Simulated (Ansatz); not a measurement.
## Element substitutions in C

Base system: C in the diamond structure (space group Fd-3m, No. 227).

```xyz
2
Lattice="0.0000 1.7801 1.7801 1.7801 0.0000 1.7801 1.7801 1.7801 0.0000" Properties=species:S:1:pos:R:3 pbc="T T T"
C      1.7801     1.7801     1.7801
C      2.6702     2.6702     2.6702
```

Each row replaces one element on all its sites; cell and atoms are relaxed.

All numbers come from plane-wave PAW DFT at the r2SCAN level (Ansatz, a quantum-chemistry and plane-wave program, 500 eV), scalar-relativistic without spin-orbit coupling.

```csv
change,band gap,density
base,4.36 eV,3.54 g/cm³
C → Se,zero,4.22 g/cm³
C → Ru,zero,8.46 g/cm³
C → B,zero,2.16 g/cm³
C → Si,0.78 eV,2.31 g/cm³
```

Whether these cells are dynamically stable was not tested. As relaxed here, Se, Ru and B are hypothetical phases, not in the database extracts checked. All final runs are without spin polarisation.
